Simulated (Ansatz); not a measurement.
A periodic model of amorphous Al₁₂As₁₂Se₃₆:

```xyz
60
Lattice="11.9962 -0.2613 0.4036 -0.2613 11.7147 0.0126 0.4036 0.0126 11.5138" Properties=species:S:1:pos:R:3 pbc="T T T"
Al     2.9273     0.7937    10.4397
Al     1.3811    11.1365     5.6929
Al    11.3764     9.2421     3.2988
Al     1.8048     0.9642     2.9947
Al     9.8483     3.8817    10.4430
Al     2.9643    10.0784     8.0164
Al     5.5221     2.3737     4.5988
Al     2.7724     4.4705     2.9480
Al     2.9749     1.8660     6.6991
Al     7.9638     6.7540    10.6231
Al    11.1030    10.8381     1.0073
Al     0.3407     5.7635     4.6301
As     7.2988     4.1695     1.1164
As     7.7186     9.9099    10.5851
As     3.2794     7.6396     2.1516
As     7.9045     8.8584     7.6957
As     2.5530     6.9565     8.3829
As    11.5373     8.9595     9.9495
As     7.3936     0.0582     6.7136
As     3.1790     4.3241    10.8569
As     7.0946    -0.1253     0.8610
As     9.0407     6.4075     4.5278
As     0.7268     4.1475     8.9901
As     8.9208     2.6874     4.8561
Se     3.7650    11.4401     6.1600
Se     7.2706     7.2929     5.9335
Se     0.7055     9.4039     7.1983
Se     9.2622    10.5953     6.6757
Se     4.1263     8.1489     7.1041
Se     1.6728    10.2591     3.4604
Se     1.5438     5.1933     6.7857
Se     7.0455     0.4863     4.3339
Se     9.6476     7.5013     8.8712
Se    10.6174    11.0999    10.2928
Se     6.0462     8.1578    10.5357
Se    10.7766     2.7272     8.5796
Se     9.1746     2.6430     0.9778
Se     3.2661    10.2313    10.3238
Se     4.6571     2.4400    10.6415
Se    10.0320     4.7399     6.0296
Se     4.6380     3.4689     6.4640
Se     9.8442    10.9919     3.0237
Se     4.3240     5.5758     9.1705
Se     4.2037     5.4610     1.2362
Se     1.6021     1.2310     8.5023
Se     7.5520     4.4990     9.9260
Se     0.8714     1.6386     5.1629
Se     7.1332     4.1155     3.9144
Se     3.8737     2.2538     2.7768
Se     0.8971     1.3049     0.7533
Se    11.0908     7.6894     5.1490
Se     0.4256     4.3534     2.7103
Se     2.9235     6.4820     4.3438
Se    11.5753     5.5273    10.7699
Se     8.4081     6.3568     1.2980
Se     6.9110     0.2847    10.0484
Se     5.2486     8.7651     2.9375
Se     8.1184     2.3297     7.1243
Se    -0.0555     8.8001     0.6985
Se     4.7056    10.7613     1.7753
```

All values below come from PBE-D3(BJ), scalar-relativistic without spin-orbit coupling, PAW (Ansatz default set, large-core Se) (plane waves to 420 eV; Ansatz, an electronic-structure program).

A CHGNet melt-quench gave the starting glass, which DFT then relaxed. The hot cell started wider than the set density and was brought back towards it in steps. It is the lowest in DFT energy of 3 quenches. It is a model cell: composition and starting density were chosen by hand, and all elements were melted together. The geometry includes D3(BJ) dispersion. Its density started from a set value of 3.99 and ended at 4.18 g/cm³. The simulated quench (nominally 79 K/ps over its main leg) is rapid and tends to freeze in more defects than a deposited or slowly cooled glass has. One small periodic cell is one sample of the glass; other quenches scatter about these values. Volume and shape were free in the relaxation.

Neighbours within Al-Al 2.90 Å, Al-As 2.88 Å, Al-Se 2.84 Å, As-As 2.72 Å, As-Se 2.92 Å, Se-Se 2.76 Å count as bonded.

Give the coordination numbers, mean bond lengths and angles.


| Item | Value |
|---|---|
| Mean coordination of Al | 4.25 (9 with 4, 3 with 5) |
| Mean coordination of As | 3.17 (10 with 3, 2 with 4) |
| Mean coordination of Se | 2.42 (21 with 2, 15 with 3) |
| Mean Al-Se bond | 2.437 Å (spread 0.074 Å, 49 counted) |
| Mean As-Se bond | 2.492 Å (spread 0.116 Å, 36 counted) |
| Mean Al-Al bond | 2.806 Å (spread 0.000 Å, 1 counted) |
| Mean As-As bond | 2.519 Å (spread 0.000 Å, 1 counted) |
| Bond angle at Al | mean 107.1°, spread 19.6° |
| Bond angle at As | mean 99.1°, spread 17.3° |
| Bond angle at Se | mean 94.9°, spread 17.0° |

List the pairs of like atoms that count as bonded by the rules above.

Al3-Al11 (2.81 Å), As14-As21 (2.52 Å), Se57-Se60 (2.37 Å).
